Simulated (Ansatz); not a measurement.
The reference is TiO$_{2}$ in the anatase structure (space group I4_1/amd, No. 141; a = 3.799 Å, c = 9.701 Å). Axes: x, y, z lie along a, b, c of the conventional cell.

Method: Kohn–Sham DFT with the PBE functional, run in Ansatz (a first-principles code) with PAW and 420 eV plane waves, spin-orbit coupling left out.

Base values:

The shortest interatomic distance comes out as 1.946 Å and the gap character is indirect, Γ–X (87 % along) → Γ. The pressure is 0.0 kbar. The band gap is 2.13 eV.

The change: biaxial strain +0.75 %, plane normal [001], relaxed out of plane (Cartesian); in-plane vectors clamped, the third vector and the atoms free.

Q: What happens to the shortest interatomic distance, out-of-plane strain, gap character, pressure and band gap?

A: The shortest interatomic distance rises by 0.010 Å to 1.956 Å; the out-of-plane strain amounts to -1.08 %; the gap character remains indirect, Γ–X (87 % along) → Γ; the pressure (mean of the normal stresses, compression positive) goes from zero to -13.1 kbar; the band gap shrinks by 0.07 eV (2.13 eV → 2.06 eV).

Whether these cells are dynamically stable was not tested. The final runs are not spin-polarised.
